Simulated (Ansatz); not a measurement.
Input and output of a relaxation of cell and atoms for TiCo (Pm-3m, 2 atoms in the cell) (Ansatz, a program for electronic structure).

Method: LDA (PW92), PAW files made with PBE (plane waves; Ansatz).

The change in words: atoms on their sites; basis.ecutwfc: 420 eV → 630 eV; relax: default → cell and atoms. Reference geometry:
```xyz
2
Lattice="2.9810 0.0000 0.0000 0.0000 2.9810 0.0000 0.0000 0.0000 2.9810" Properties=species:S:1:pos:R:3 pbc="T T T"
Ti     0.0000     0.0000     0.0500
Co     1.4905     1.4905     1.4905
```

Reference input (self-consistent single point, DFT, LDA (PW92), plane waves, PAW files made with PBE): basis.ecutwfc = 420 eV; kpoints.mp_grid.grid = 11 11 11; hamiltonian.xc = lda; hamiltonian.pseudopotentials = {kind: paw} (the program's default PAW files); scf.occupations.method = fermi_dirac; scf.occupations.width = 0.1 eV. This run's input differs from it in these lines:

Ansatz 0.2 input:
```diff
@@ -6,6 +6,6 @@
   atoms:
-    - { symbol: Ti, position: [0.00000000, 0.00000000, 0.01677300] }
+    - { symbol: Ti, position: [0.00000000, 0.00000000, 0.00000000] }
     - { symbol: Co, position: [0.50000000, 0.50000000, 0.50000000] }
 basis:
-  ecutwfc: 420.0 eV
+  ecutwfc: 630.0 eV
 kpoints:
@@ -17,2 +17,4 @@
   occupations: { method: fermi_dirac, width: 0.1 eV }
+relax:
+  cell: {}
 output:
```

Output, abridged:

```
   [... SCF lines of the steps left out ...]
relax step   1: F+E_penalty+E_count = -7513.92641030 eV  Δ(F+E_penalty+E_count) = +0.000e0 eV  max|allowed force component| = 3.885e-29 eV/Å  Δτ_max = 0.0000 Å  P = -14.260 GPa  Ω = 26.491 Å³  (8 SCF iters, dr2 threshold 1.00e-7 eV, accepted)
relax step   2: F+E_penalty+E_count = -7514.02370314 eV  Δ(F+E_penalty+E_count) = -9.729e-2 eV  max|allowed force component| = 5.128e-30 eV/Å  Δτ_max = 0.0000 Å  P = +0.365 GPa  Ω = 24.413 Å³  energy of the carried Pulay correction = +2.849e-4 eV  [...]
   [... lines left out ...]
relax step   5: F+E_penalty+E_count = -7514.02347160 eV  Δ(F+E_penalty+E_count) = -1.867e-6 eV  max|allowed force component| = 3.517e-30 eV/Å  Δτ_max = 0.0000 Å  P = -0.000 GPa  Ω = 24.455 Å³  energy of the carried Pulay correction = +9.514e-7 eV  [...]
relax step   6: F+E_penalty+E_count = -7514.02347010 eV  Δ(F+E_penalty+E_count) = +1.503e-6 eV  max|allowed force component| = 3.123e-30 eV/Å  Δτ_max = 0.0000 Å  P = -0.000 GPa  Ω = 24.455 Å³  stress off target by 1.23e-4 GPa  SCF on the basis [...]
basis re-selected at this cell: Δ(F+E_penalty+E_count) = +1.503e-6 eV, ΔP = -0.000 GPa vs the last step
the relaxation is at rest under the 48 symmetry operations that the run kept from its start: a minimum is not shown …
Stability not checked: this state was not tested for a lower state beside it, because too few of the mixer's solves of this state at the end of the SCF gave a …
Free energy (F): -7514.023470 eV
Internal energy: -7513.940026 eV  (E = F + TS)
   [... lines left out ...]
Fermi energy:    17.919552 eV
   [... lines left out ...]
to start a new deck from the relaxed geometry:
  cell:  # Å, volume = 24.4553 Å³
    - [2.902624828787585, 3.2098832406453932e-34, -1.925929944387236e-34]
    - [-6.419766481290787e-35, 2.902624828787585, 0.0]
    - [-2.5679065925163143e-34, 0.0, 2.902624828787585]
  atoms:
    - { symbol: Ti, position: [-1.5613162896505213e-34, -1.3459623186648346e-35, -1.6151547823965348e-35] }
    - { symbol: Co, position: [0.5, 0.5, 0.5] }
```

The run converged.  The full log also holds: “iter 4 did not close the SCF: its close was put off for the readings that it lacked (scf_convergence_deferred on its scf_iter line)”. The full log also holds: “iter 5 did not close the SCF: its close was put off for the readings that it lacked (scf_convergence_deferred on its scf_iter line)”.

Summary of the result:
- Free energy E − TS (on the zero of these files): -7514.0235 eV
- Fermi level (on the code's own zero): 17.92 eV
- Pressure: 0.00 GPa
- Final cell: a = b = c = 2.9026 Å, α = β = γ = 90.00°
- Final volume per atom: 12.23 Å³
- Relaxation steps: 6

The starting cell has typed, rounded lattice constants, without a prior relaxation at this level. Its lattice was rescaled by up to half a per cent. Spin polarisation is off. The relaxation keeps the symmetry of its start, so its end need not be a minimum. Ansatz's pressure includes its estimate of the finite-basis (Pulay) stress.
